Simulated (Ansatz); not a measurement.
The structure below was relaxed with Ansatz (a program for electronic structure) LDA, scalar-relativistic without spin-orbit coupling, at pressure 9 GPa.

```yaml
crystal:
  lattice:
    - [4.26871, 0.00000, 0.00000]
    - [-2.13436, 3.69681, 0.00000]
    - [0.00000, 0.00000, 6.94104]
  atoms:
    - { symbol: Mg, position: [0.33333, 0.66667, 0.99966] }
    - { symbol: Mg, position: [0.66667, 0.33333, 0.49966] }
    - { symbol: Te, position: [0.33333, 0.66667, 0.37634] }
    - { symbol: Te, position: [0.66667, 0.33333, 0.87634] }
```

Task: Find the space group and the Wyckoff positions.

Result: Space group P6₃mc (No. 186); a = 4.269 Å, b = 4.269 Å, c = 6.941 Å, α = 90.00°, β = 90.00°, γ = 120.00°

| atom | site | symmetry | x | y | z |
|---|---|---|---|---|---|
| Mg | 2b | 3m. | 0.6667 | 0.3333 | 0.4997 |
| Te | 2b | 3m. | 0.3333 | 0.6667 | 0.3763 |

Load acts through the strain it causes; cell and atoms are relaxed under it. Whether these cells are dynamically stable was not tested. Tetrahedral semiconductors of this kind turn to denser phases somewhere between about 1 and 50 GPa; those were not computed, so compressed cells here can lie past the real transition. The cell was made from MgTe in the wurtzite structure (space group P6_3mc, No. 186) by this change: pressure 9 GPa.
